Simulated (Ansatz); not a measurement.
# Effect of uniaxial strain ε_zz = −1.50 % on SnTe

Base system: SnTe in the rock salt structure (space group Fm-3m, No. 225; a = 6.3697 Å). Axes: x, y, z lie along the cube axes.

The change: uniaxial strain ε_zz = −1.50 %, all other strain components held at zero; the atoms relax in the strained cell.

Level of theory: plane-wave PAW DFT at the r2SCAN level (Ansatz, a program for electronic structure, 500 eV), no spin-orbit coupling. Settings: 13×13×13 k-points, 0.05 eV Fermi–Dirac smearing.

The volume per atom decreases by 0.48 Å³ (32.30 Å³ → 31.82 Å³) and the space group becomes I4/mmm (No. 139) (base: Fm-3m (No. 225)). The energy goes up by 3.0 meV/atom and the pressure (mean of the normal stresses, compression positive) goes from zero to 0.72 GPa. The band gap drops by 0.07 eV, from 0.13 eV to 0.06 eV and the gap character is direct at N. The stress (xx, yy, zz, yz, xz, xy; compression positive) is (0.04, 0.04, 2.08, 0.00, 0.00, 0.00) GPa.

Final structure:

```yaml
crystal:
  lattice:
    - [0.00000, 3.18483, 3.13706]
    - [3.18483, 0.00000, 3.13706]
    - [3.18483, 3.18483, 0.00000]
  atoms:
    - { symbol: Sn, position: [0.00000, 0.00000, 0.00000] }
    - { symbol: Te, position: [0.50000, 0.50000, 0.50000] }
```

With Te present, leaving out spin-orbit coupling can change the band edges. No phonon test of stability was made. A zero or small gap of SnTe can be the functional's error rather than a property of the material. k-point labels follow each cell's own Brillouin zone.
